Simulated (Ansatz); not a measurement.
```
Pt
1.0
    0.00000     1.94725     1.94725
    1.94725     0.00000     1.94725
    1.94725     1.94725     0.00000
Pt
1
Direct
  0.00000   0.00000   0.00000
```

Spin-orbit coupling is not included.

Question: What linear thermal expansion coefficient does quasi-harmonic approximation on DFT at the LDA level (Ansatz, a program for electronic structure) give at 200 K, and what isobaric heat capacity per mole of formula units and Grüneisen parameter?

Answer: α = 8.5 × 10⁻⁶ K⁻¹; C_P = 24.5 J/(mol K); γ = 2.81. No phase change or melting is allowed for: the numbers belong to this structure as given.

The PAW data sets were generated under PBE and serve the other functionals too.
